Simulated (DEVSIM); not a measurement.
DEVSIM, 1D drift-diffusion, Boltzmann statistics, complete ionisation; no tunnelling, impact ionisation, image-force lowering or self-heating. Metal contacts follow the ideal Schottky-Mott rule: no Fermi-level pinning, no interface dipoles.

Structure: Schottky contact on n-type β-Ga2O3, at 300 K.

| layer (left to right) | material | thickness (μm) | Nd (cm⁻³) | τn (s) | τp (s) |
|---|---|---|---|---|---|
| 1 | β-Ga2O3 | 0.330 | 5.1e16 | 5.6e-10 | 5.6e-10 |

Left contact: Schottky, work function 5.49 eV, emission velocity 4.4e6 cm/s. Right contact: ohmic. Voltage is applied to the left contact. Recombination: SRH at mid-gap, radiative. Mobility is μmin + (μ − μmin)/(1 + (N/Nref)^α).

The device is made up for the run: typed textbook-type constants, with dimensions and the other settings drawn at random. Values at 300 K. The table also holds parameters that only a changed run uses.

```tsv
parameter	β-Ga2O3
gap (eV)	4.8
affinity (eV)	4
permittivity	10
Nc (cm⁻³)	3.7e18
Nv (cm⁻³)	5e20
μn (cm²/Vs)	160
μp (cm²/Vs)	1
μn,min	20
μp,min	0.1
Nref,n	1e18
Nref,p	1e18
αn	0.8
αp	0.8
B (cm³/s)	1e-12
Cn (cm⁶/s)	1e-31
Cp (cm⁶/s)	1e-31
```

One input was changed, with this effect: dark forward voltage at 100 A/cm² 1.245 → 1.195 V; dark forward voltage at 1 A/cm² 1.118 → 1.068 V; largest field in the device at zero bias little changed (150000 V/cm); potential step across the device at zero bias 1.379 → 1.329 V.

Which change was it?
A. Auger recombination switched on
B. metal work function 5.49 → 5.44 eV
C. doping Nd of layer 1 5.1e+16 → 1.5e+16 cm^-3
D. minority lifetime in layer 1 5.6e-10 → 5.6e-11 s
E. thickness of layer 1 0.33 → 1.7 μm
F. constant mobility in place of the doping-dependent one

B, metal work function 5.49 → 5.44 eV
